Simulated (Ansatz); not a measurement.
System: L1₀ (CuAu-type) CuAu. Method: LDA in Ansatz (plane waves, PAW).

Run with plane-wave cutoff 520 eV, 20×20×16 k mesh (along the axes of the cell as run), Fermi–Dirac smearing 0.05 eV, no spin polarisation, scalar-relativistic PAW data made under PBE.

Shape and atoms are relaxed at each volume.

Pressure at four volumes; x = ln(V/13.779 Å³). One pressure is withheld.

```
V (Å³/atom)        x  P (GPa)
-----------  -------  -------
13.227       -0.0409        ?
13.503       -0.0202     4.04
13.779        0.0000     0.00
14.330        0.0392    -6.71
```

Task: Pass a parabola P(x) through the three rows shown, estimate the bulk modulus and its pressure derivative near zero pressure, and predict the withheld pressure.

Result: Slopes between the rows: (0.00 − (4.04))/(0.0000 − (-0.0202)) = -200.00 and (-6.71 − (0.00))/(0.0392 − (0.0000)) = -171.17 GPa. Their difference over the span 0.0594 is c = 28.83/0.0594 = 485.4 GPa, so P(x) = 4.04 + (-200.00)(x − (-0.0202)) + 485.4 (x − (-0.0202))(x − (0.0000)). At the middle row B = −dP/dx = −[-200.00 + 485.4 × 0.0202] = 190.2 GPa, and B′ = dB/dP = 2c/B = 5.1. At x = -0.0409 the parabola gives 8.59 GPa; the run gives 8.62 GPa. The Birch–Murnaghan fit to the energies at all volumes has B0 = 190 GPa and B′ = 5.3.

Spin–orbit coupling is not included; it can shift volumes and moduli of such heavy elements.

Ansatz is a program for electronic structure.
